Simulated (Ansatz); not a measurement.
Pressure series in Hf

Consider Hf in the hcp (Mg type) structure (space group P6_3/mmc, No. 194).

Hf is modelled in the hexagonal space group P6₃/mmc (No. 194), the hcp (Mg type) structure, Pearson symbol hP2. Lattice parameters: a = b = 3.159 Å, c = 5.000 Å, α = β = 90.00°, γ = 120.00°. Hf on 2c is coordinated by 12 Hf at 3.095–3.159 Å (anticuboctahedral). (Neighbours: up to the widest gap in distance over summed covalent radii, below 1.35, at either atom.)

Cell and atoms are relaxed at each pressure.

Level of theory: PBEsol in Ansatz (plane waves to 420 eV, PAW, scalar-relativistic without spin-orbit coupling).

| pressure (GPa) | volume per atom (Å³/atom) |
|---|---|
| -2 | 22.003 |
| -1 | 21.801 |
| 0 | 21.607 |
| 0.9 | 21.440 |
| 2.1 | 21.222 |
| 4.5 | ? |
| 15 | 19.353 |
| 22.5 | 18.530 |
| 30 | 17.833 |

Question: Fit the third-order Birch–Murnaghan form P(V) = (3B₀/2)[(V₀/V)^(7/3) − (V₀/V)^(5/3)]·[1 + (3/4)(B₀′ − 4)((V₀/V)^(2/3) − 1)] (squares taken in P) to the rows shown and predict the withheld row.

Answer: Least squares on the printed values gives V₀ = 21.607 Å³/atom, B₀ = 113 GPa, B₀′ = 3.4; this predicts 20.814 Å³/atom, and the run gives 20.816 Å³/atom, 0.002 higher.

Load acts through the strain it causes; cell and atoms are relaxed under it. Stability against distortions was not tested. Competing high-pressure phases were not computed. The final runs are not spin-polarised.

Ansatz is a quantum-chemistry and plane-wave program.
